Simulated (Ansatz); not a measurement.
The parent structure is NaCl in the rock salt structure (space group Fm-3m, No. 225; a = 5.6955 Å).

Structures relaxed with PBE, PAW, 420 eV (Ansatz, a quantum-chemistry and plane-wave program; no SOC).

Base:

Simulated powder pattern, Co Kα, λ = 1.79026 Å (kinematic, ideal powder, no thermal factors, no anomalous dispersion; the 8 strongest lines at most, above 2 %, up to 2θ = 90°):

```
2θ (°)  I/Imax (%)    hkl
------  ----------  -----
31.59          8.3  (111)
36.64          100  (200)
52.79           64  (220)
65.97           21  (222)
77.90          9.4  (400)
89.31           27  (420)
```

Perturbation: every lattice vector is shortened by 3.00 %; the atoms relax in the strained cell.

Problem. Predict the new powder pattern.

Solution. 
Simulated powder pattern, Co Kα, λ = 1.79026 Å (kinematic, ideal powder, no thermal factors, no anomalous dispersion; the 8 strongest lines at most, above 2 %, up to 2θ = 90°):

```json
[
 {"2θ (°)": "32.60", "I/Imax (%)": "8.1", "hkl": "(111)"},
 {"2θ (°)": "37.82", "I/Imax (%)": "100", "hkl": "(200)"},
 {"2θ (°)": "54.55", "I/Imax (%)": "63", "hkl": "(220)"},
 {"2θ (°)": "68.29", "I/Imax (%)": "20", "hkl": "(222)"},
 {"2θ (°)": "80.80", "I/Imax (%)": "9.3", "hkl": "(400)"}
]
```

The indices refer to the base's conventional cell; one index is shown for lines that coincide.

Stability against distortions was not tested.
